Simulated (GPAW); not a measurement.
Input and output of a self-consistent single point for MnBr2 (R-3m, 3 atoms in the cell) (GPAW).

Method of the run: LDA (Perdew-Wang 92), GPAW PAW datasets LDA (gpaw-data 1.0.1) (plane waves; GPAW).

```
CELL_PARAMETERS angstrom
      1.93725     1.11847     6.60320
     -1.93725     1.11847     6.60320
      0.00000    -2.23694     6.60320
ATOMIC_POSITIONS crystal
  Mn 0.00000 0.00000 0.00000
  Br 0.74261 0.74261 0.74261
  Br 0.25739 0.25739 0.25739
```
Moments meant for the start (each program seeds them in its own way; μB, in the order of the atoms Mn Br Br): 4.0 0.0 0.0.

Reference input (self-consistent single point, DFT LDA (Perdew-Wang 92), plane waves, GPAW PAW datasets LDA (gpaw-data 1.0.1)): spinpol = true; mode = pw; ecut = 800 eV; xc = LDA; kpts = 5 5 5; mesh shift (steps) = 0 0 0; occupations.name = fermi-dirac; occupations.width = 0.02 eV; nbands = -8; convergence.forces = 0.001 eV/Å; convergence.bands = -6; symmetry.symmorphic = false. This run's input differs from it in these lines:

```diff
@@ -18,3 +18,3 @@
             xc='LDA',
-            kpts=(5, 5, 5),
+            kpts={'size': (4, 4, 4), 'gamma': True},
             occupations={'name': 'fermi-dirac', 'width': 0.02},
```

Output (repeated stretches shortened):

```
     iter     time        total  log10-change:         magmom
                         energy   eigst   dens  force
iter:   1 --:--:--   -16.465341   +0.31                  +4.0018
iter:   2 --:--:--   -16.582336   -0.78  -1.48           +4.7005
iter:   3 --:--:--   -16.540175   -1.60  -1.49           +4.9763
iter:   4 --:--:--   -16.615657   -1.24  -1.55           +4.9807
iter:   5 --:--:--   -16.583944   -2.79  -2.07           +4.9926
iter:   6 --:--:--   -16.492450   -1.73  -2.12           +4.9493
iter:   7 --:--:--   -16.498407   -2.75  -2.16           +4.9919
iter:   8 --:--:--   -16.499655c  -3.91  -2.71           +5.0023
   [... lines left out ...]
iter:  12 --:--:--   -16.499264c  -6.20  -3.58           +4.9998
iter:  13 --:--:--   -16.499262c  -5.63  -3.61           +4.9997
iter:  14 --:--:--   -16.499263c  -7.32  -3.98           +4.9999
iter:  15 --:--:--   -16.499262c  -7.07  -4.17c          +5.0000
iter:  16 --:--:--   -16.499261c  -8.04c -4.54c          +5.0000
iter:  17 --:--:--   -16.499261c  -7.00  -4.56c          +5.0000
iter:  18 --:--:--   -16.499261c  -7.32  -4.75c          +5.0000
iter:  19 --:--:--   -16.499261c  -7.72c -4.62c -2.63    +5.0000
iter:  20 --:--:--   -16.499261c  -9.15c -5.23c -3.02c   +5.0000
Converged after 20 iterations.

Dipole moment: (-0.000000, 0.000000, -0.000000) |e|*Ang

Total magnetic moment: (0.000000, 0.000000, 5.000002)
Local magnetic moments:
   0 Mn ( 0.000000,  0.000000,  4.284624)
   1 Br ( 0.000000,  0.000000,  0.102455)
   2 Br ( 0.000000,  0.000000,  0.102455)

Energy contributions relative to reference atoms: (reference = -173080.560751)

Kinetic:        +17.294371
Potential:      -15.246445
External:        +0.000000
XC:             -18.645643
Entropy (-ST):   -0.000000
Local:           +0.098457
SIC:             +0.000000
--------------------------
Free energy:    -16.499261
Extrapolated:   -16.499261

Spin contamination: 0.000026 electrons
Showing only first 2 kpts
                      Up                     Down
 Kpt  Band  Eigenvalues  Occupancy  Eigenvalues  Occupancy
   [... lines left out ...]
Fermi level: 2.69412
Gap: 1.126 eV
   [... lines left out ...]
Direct gap: 1.217 eV
Transition at: (s=0->1, k=10, n=16, [0.50, 0.50, 0.00])
Energy (eV): -16.499261

Forces in eV/Ang:
  0 Mn   -0.00000    0.00000   -0.00000
  1 Br    0.00000   -0.00000   -0.35937
  2 Br    0.00000    0.00000    0.35937

Stress tensor:
     0.021354     0.000000     0.000000
     0.000000     0.021354     0.000000
     0.000000     0.000000     0.018102
Stress (GPa, Voigt): [3.4214 3.4214 2.9003 0.     0.     0.    ]
```

The run converged in 20 iterations. GPAW prints stress with tension positive. Against the reference run the free energy goes up by 3.9 meV/atom, the pressure moves little (-3.32 to -3.25 GPa), the largest force stays at 0.359 eV/Å, the gap on the mesh goes from 1.167 to 1.126 eV and the size of the net moment stays at 1.67 μB/atom.

The starting cell comes from a database of computed structures (which also holds hypothetical and non-ambient phases and stackings), without a prior relaxation at this level. With one magnetic atom in the cell only a parallel order is possible. With a pressure of about -3 GPa the cell is away from its equilibrium volume at this level.

Cost on one core of a shared machine: roughly 3 min.
